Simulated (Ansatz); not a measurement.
**Se, pressure series**

Start from Se (space group P3_121, No. 152; a = 4.507 Å, c = 4.989 Å; made of chains).

Cell and atoms are relaxed at each pressure.

Method: r2SCAN (Ansatz, a quantum-chemistry and plane-wave program, PAW, no SOC), earlier PAW set.

Two rows of this table had their results exchanged by mistake.

```json
[
 {"pressure": "pressure 0.9 GPa", "volume per atom (Å³)": "18.52", "shortest distance (Å)": "2.424", "band gap": "zero"},
 {"pressure": "pressure 2.1 GPa", "volume per atom (Å³)": "25.46", "shortest distance (Å)": "2.390", "band gap": "0.94 eV"},
 {"pressure": "pressure 4.5 GPa", "volume per atom (Å³)": "23.47", "shortest distance (Å)": "2.402", "band gap": "0.65 eV"},
 {"pressure": "pressure 9 GPa", "volume per atom (Å³)": "21.41", "shortest distance (Å)": "2.415", "band gap": "0.33 eV"},
 {"pressure": "pressure 22.5 GPa", "volume per atom (Å³)": "27.11", "shortest distance (Å)": "2.382", "band gap": "1.13 eV"},
 {"pressure": "pressure 30 GPa", "volume per atom (Å³)": "17.57", "shortest distance (Å)": "2.423", "band gap": "zero"}
]
```

Task: Which two?

Result: The rows for pressure 0.9 GPa and pressure 22.5 GPa: the volume has to fall steadily with pressure, so 27.11 Å³ belongs to pressure 0.9 GPa and 18.52 Å³ to pressure 22.5 GPa.

The mesh was chosen for an insulator and is coarse for the gapless case. From pressure 9 GPa on, the axis ratios lie over 15 % from the base's, so the cell there is far from its starting form. Load acts through the strain it causes; cell and atoms are relaxed under it. No phonon test of stability was made. Competing high-pressure phases were not computed. No dispersion term is included, though the crystal is made of layers, chains or molecules, so its spacings can come out too wide. The zero or small gap of Se under pressure 22.5 GPa and Se under pressure 30 GPa can change with the level of theory.
